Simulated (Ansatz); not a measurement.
We consider BP (model structure, started from the BN type, Pm-3n, No. 223, 12 atoms in the cell), described by PBEsol in Ansatz (plane waves, PAW).

Numerical settings: plane-wave cutoff 520 eV, 6×6×6 k mesh, Fermi–Dirac smearing 0.01 eV, scalar-relativistic PAW data made under PBE.

Computed at the level's own relaxed cell.

```
BP
1.0
    5.56185     0.00000     0.00000
    0.00000     5.56185     0.00000
    0.00000     0.00000     5.56185
B P
6 6
Direct
  0.25000   0.00000   0.50000
  0.50000   0.25000   0.00000
  0.50000   0.75000   0.00000
  0.75000   0.00000   0.50000
  0.00000   0.50000   0.75000
  0.00000   0.50000   0.25000
  0.25000   0.50000   0.00000
  0.00000   0.25000   0.50000
  0.00000   0.75000   0.50000
  0.75000   0.50000   0.00000
  0.50000   0.00000   0.75000
  0.50000   0.00000   0.25000
```

Problem. List the 34 lowest band energies at Γ above −25 eV (eV, relative to the valence band maximum), grouping those that round alike.

Solution. At Γ: -15.04, -13.01 (×2), -10.19 (×3), -8.99 (×2), -7.89, -7.65 (×3), -4.15 (×3), -3.07 (×3), -2.63 (×3), 0.00 (×3), 1.20 (×3), 2.74 (×3), 3.42, 3.56, 5.22 (×2).

Note: the relaxation could raise the start's symmetry but not lower it, so the cell can be a saddle point.

A model structure was made by putting elements into a prototype or built by hand; it is no filed structure, need not be a known phase, and can be a saddle point held by its symmetry.

Ansatz is a first-principles code.
